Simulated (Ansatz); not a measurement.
CsCl-type AgCl (model structure), treated with r²SCAN+rVV10 (Ansatz, a program for electronic structure, plane waves, PAW).

Numerical settings: plane-wave cutoff 500 eV, 12×12×12 k mesh, Fermi–Dirac smearing 0.05 eV, no spin polarisation, scalar-relativistic PAW data made under PBE.

Cell (relaxed at this level):

AgCl has the cubic space group Pm-3m (No. 221), the CsCl type structure, Pearson symbol cP2. Lattice parameters: a = 3.366 Å, b = 3.366 Å, c = 3.366 Å, α = 90.00°, β = 90.00°, γ = 90.00°. Ag on 1a is coordinated by 8 Cl at 2.915 Å (cubic). Cl on 1b sees 8 Ag at 2.915 Å (cubic). (Neighbours: up to the widest gap in distance over summed covalent radii, below 1.35, at either atom; cation-cation and far metal-metal contacts left out.)

### Question
Give the computed band gap.

### Answer

band gap: 1.20 eV (on the SCF k mesh)

Note: the relaxation could raise the start's symmetry but not lower it, so the cell can be a saddle point.

Spin–orbit coupling is not included.

A model structure was made by putting elements into a prototype or built by hand; it is no filed structure, need not be a known phase, and can be a saddle point held by its symmetry.
